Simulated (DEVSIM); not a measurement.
System: Schottky contact on n-type GaN, at 300 K.

| layer (left to right) | material | thickness (μm) | Nd (cm⁻³) | τn (s) | τp (s) |
|---|---|---|---|---|---|
| 1 | GaN | 0.540 | 4.9e15 | 6.2e-9 | 1.9e-10 |

Left contact: Schottky, work function 5.41 eV, emission velocity 3.9e6 cm/s. Right contact: ohmic. Voltage is applied to the left contact. Recombination: SRH at mid-gap. Mobility is constant in doping.

This is a model device: material constants are rounded textbook-type values typed into the input, and sizes, dopings and lifetimes were drawn at random. Values at 300 K.

| parameter | GaN |
|---|---|
| gap (eV) | 3.43 |
| affinity (eV) | 4.1 |
| permittivity | 9.5 |
| Nc (cm⁻³) | 2.3e18 |
| Nv (cm⁻³) | 4.6e19 |
| μn (cm²/Vs) | 1200 |
| μp (cm²/Vs) | 100 |

Simulated with DEVSIM: 1D drift-diffusion, Boltzmann statistics, complete ionisation; no tunnelling, impact ionisation, image-force lowering or self-heating. Metal contacts follow the ideal Schottky-Mott rule: no Fermi-level pinning, no interface dipoles.

**Question.** Tabulate band edges, carrier densities and field at -2.0 V on the left contact.

**Answer.** Energies count from the Fermi level of the right contact; mesh points crowd at the junctions.

```
x (μm)    Ec (eV)  Ev (eV)  n (cm⁻³)  p (cm⁻³)  field (V/cm)
--------  -------  -------  --------  --------  ------------
0.000       3.310   -0.120     < 1e2     < 1e2        -83000
0.006596    3.255   -0.175     < 1e2     < 1e2        -83000
0.01333     3.199   -0.231     < 1e2     < 1e2        -82000
0.02326     3.118   -0.312     < 1e2     < 1e2        -81000
0.04044     2.980   -0.450     < 1e2     < 1e2        -80000
0.05712     2.848   -0.582     < 1e2     < 1e2        -78000
0.07416     2.716   -0.714     < 1e2     < 1e2        -77000
0.1089      2.455   -0.975     < 1e2     < 1e2        -73000
0.1427      2.213   -1.217     < 1e2     < 1e2        -70000
0.1772      1.976   -1.454     < 1e2     < 1e2        -67000
0.2280      1.648   -1.782     < 1e2     < 1e2        -62000
0.3012      1.217   -2.213     < 1e2     < 1e2        -55000
0.3542      0.937   -2.494       430     < 1e2        -50000
0.3901      0.761   -2.669    380000     < 1e2        -47000
0.4354      0.557   -2.873     1.0e9     < 1e2        -43000
0.4616      0.448   -2.982    6.8e10     < 1e2        -40000
0.4793      0.378   -3.052    1.0e12     < 1e2        -39000
0.4967      0.312   -3.118    1.3e13     < 1e2        -37000
0.5146      0.247   -3.183    1.7e14     < 1e2        -36000
0.5250      0.210   -3.220    6.7e14     < 1e2        -35000
0.5320      0.186   -3.244    1.7e15     < 1e2        -34000
0.5400      0.159   -3.271    4.9e15     < 1e2        -34000
```
